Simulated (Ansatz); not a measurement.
# Convergence study of the plane-wave cutoff for BaCuTeF (P4mm, 8 atoms in the cell)

```
BaCuTeF
1.0
    4.42657     0.00000     0.00000
    0.00000     4.42657     0.00000
    0.00000     0.00000     9.47902
Ba Cu Te F
2 2 2 2
Cartesian
  0.00000   2.21328   6.29506
  2.21328   0.00000   3.23396
  0.00000   0.00000   0.00000
  2.21328   2.21328   0.00000
  2.21328   0.00000   7.97072
  0.00000   2.21328   1.50830
  2.21328   2.21328   4.73951
  0.00000   0.00000   4.73951
```

Computed with PBEsol, default PAW files made with PBE (plane waves; Ansatz, an electronic-structure program).

Base settings: basis.ecutwfc = 420 eV; kpoints.mp_grid.grid = 4 4 1; hamiltonian.xc = pbesol; hamiltonian.pseudopotentials = {kind: paw} (the program's default PAW files); scf.occupations.method = fermi_dirac; scf.occupations.width = 0.01 eV.

The second cell is the first with its lattice scaled by 0.98.

The mesh stays at the base's, so the ladder's end is converged at best in this setting alone.

The first pressure column holds Ansatz's estimate of the finite-basis (Pulay) stress, which hides part of the cutoff error; the other is without it.

Only quantities that move along the ladder and can be compared are tabulated; the gap is left out on so coarse a mesh.

The count of work is k-points × plane waves × bands × iterations; it is no time. 

The starting cell comes from a database of computed structures (which also holds hypothetical and non-ambient phases and stackings), without a prior relaxation at this level. Its lattice was rescaled by up to half a per cent. One atom was moved a little off its site on purpose.

| basis.ecutwfc | free energy less the last step's (meV/atom) | energy of the compressed cell less the first (meV/atom) | pressure (GPa) | pressure without the Pulay estimate (GPa) | largest difference of a force vector from the last step's (eV/Å) | count of work / last |
|---|---|---|---|---|---|---|
| 145 eV | 51241.12 | 485.90 | 3.37 | -1138.04 | 2.184 | 0.061 |
| 170 eV | 22261.47 | 418.00 | 2.02 | -574.87 | 0.743 | 0.077 |
| 190 eV | 11544.63 | 28.49 | -0.61 | -334.24 | 0.102 | 0.087 |
| 210 eV | 6044.73 | 22.41 | -0.81 | -196.19 | 0.225 | 0.11 |
| 230 eV | 3115.60 | -77.12 | -3.30 | -113.98 | 0.207 | 0.12 |
| 250 eV | 1546.34 | -15.84 | -2.47 | -64.60 | 0.144 | 0.14 |
| 295 eV | 302.12 | -9.56 | -2.79 | -18.23 | 0.062 | 0.16 |
| 335 eV | 64.77 | -10.14 | -2.87 | -6.78 | 0.011 | 0.19 |
| 380 eV | 11.39 | -11.26 | -2.90 | -3.64 | 0.002 | 0.23 |
| 420 eV | 2.88 | -11.00 | -2.90 | -3.06 | 0.001 | 0.24 |
| 460 eV | 1.15 | -11.01 | -2.90 | -2.94 | 0.001 | 0.31 |
| 505 eV | 0.71 | -11.01 | -2.90 | -2.91 | 0.001 | 0.35 |
| 565 eV | 0.52 | -11.03 | -2.90 | -2.91 | 0.000 | 0.42 |
| 630 eV | 0.41 | -11.04 | -2.90 | -2.91 | 0.000 | 0.49 |
| 735 eV | 0.33 | -11.05 | -2.90 | -2.91 | 0.000 | 0.62 |
| 840 eV | 0.15 | -11.05 | -2.90 | -2.91 | 0.000 | 0.76 |
| 1010 eV | 0.00 | -11.05 | -2.90 | -2.90 | 0.000 | 1.0 |

Coarsest basis.ecutwfc that holds the free energy within 5 meV/atom of the last step, with all finer ones: 420 eV, at 0.24 of the last step's count of work; the step before is off by 11 meV/atom.

Coarsest basis.ecutwfc that holds the pressure without the Pulay estimate within 1 GPa of the last step, with all finer ones: 380 eV, at 0.23 of the last step's count of work; the step before is off by 3.9 GPa.

Coarsest basis.ecutwfc that holds the pressure within 0.05 GPa of the last step, with all finer ones: 335 eV, at 0.19 of the last step's count of work; the step before is off by 0.12 GPa.

The energy difference between the two cells stays within 1 meV/atom of the last step's from 335 eV on, the total only from 505 eV on: much of the error is common to both cells and cancels.

At the lowest cutoff the pressure without the Pulay estimate lies 1140 GPa under the last step's, the usual sign of Pulay stress in an incomplete plane-wave basis.

Keys are those of Ansatz 0.2.
